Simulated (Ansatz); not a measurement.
System: La-vacancy pair (La on one host Zr site, one O site vacant) in monoclinic ZrO2 (charge state +1). Calculation: PBE, PAW (plane waves to 420 eV; Ansatz, a quantum-chemistry and plane-wave program).

96-site cell at the relaxed PBE lattice, the Γ point alone, smearing 0.01 eV, spin-restricted, no finite-size correction. Static, classical nuclei. Spin-orbit coupling is left out. The charge state is imposed; whether it is stable for some Fermi level was not computed. Forms of the defect that were not tried may lie lower. The start lies 0.33 eV above the lowest site run (PBE).

Barriers: single points on a 2×2×2 k-point mesh shifted by half a step at the bands' geometries.

The step: one O atom jumps into the vacancy from a nearby O site (La-vacancy distance between ideal sites 2.06 → 2.17 Å). Atoms about the jump, Cartesian Å from the middle of the jump, before and after:

| atom | x0 | y0 | z0 | x1 | y1 | z1 |
|---|---|---|---|---|---|---|
| O1 | 0.17 | 0.41 | -1.36 | -0.17 | -0.41 | 1.36 |
| Zr2 | -2.07 | -1.47 | 0.95 | -1.87 | -1.40 | 1.05 |
| La3 | 1.03 | 1.33 | 0.63 | 1.01 | 1.40 | 0.68 |
| O4 | -0.61 | -2.70 | 0.22 | -0.68 | -2.94 | 0.32 |
| O5 | -2.52 | 0.08 | -0.41 | -2.50 | 0.17 | -0.41 |
| Zr6 | 1.53 | -0.93 | -2.08 | 1.71 | -1.09 | -2.18 |
| O7 | 2.75 | 0.06 | -0.46 | 2.53 | 0.06 | -0.59 |
| O8 | -0.14 | -2.14 | -2.48 | -0.19 | -1.91 | -2.24 |
| O9 | -0.89 | 2.37 | 0.23 | -0.88 | 2.45 | 0.07 |
| O10 | 2.17 | -2.44 | -0.64 | 2.20 | -2.48 | -0.64 |
| O11 | -1.05 | -1.95 | 2.77 | -1.10 | -2.11 | 2.97 |
| O12 | 2.13 | 0.09 | 2.37 | 2.28 | 0.14 | 2.34 |
| O13 | 1.71 | -2.46 | 2.03 | 1.75 | -2.50 | 2.00 |
| Zr14 | -1.46 | 1.70 | -1.68 | -1.73 | 1.85 | -1.70 |
| Zr15 | 0.72 | -1.04 | 3.42 | 0.64 | -0.97 | 3.26 |
| O16 | -3.04 | -2.47 | -0.67 | -3.00 | -2.41 | -0.63 |
| O17 | -2.93 | 0.18 | 2.21 | -2.99 | 0.18 | 2.26 |

### Question
Give the saddle-point geometry and the barrier.

### Answer

```
atom      x      y      z
----  -----  -----  -----
O1    -0.11  -0.49   0.11
Zr2   -1.76  -1.34   0.83
La3    1.00   1.41   0.69
O4    -0.74  -3.08   0.33
O5    -2.64   0.19  -0.47
Zr6    1.59  -1.06  -2.04
O7     2.63   0.08  -0.52
O8    -0.17  -2.09  -2.36
O9    -0.93   2.41   0.11
O10    2.18  -2.49  -0.59
O11   -1.02  -1.93   2.78
O12    2.16   0.12   2.38
O13    1.72  -2.48   2.04
Zr14  -1.71   1.82  -1.70
Zr15   0.73  -1.02   3.40
O16   -2.96  -2.39  -0.67
O17   -2.93   0.21   2.20
```
It lies 0.89 eV above the start and 0.79 eV above the end. The program found a first-order saddle point.
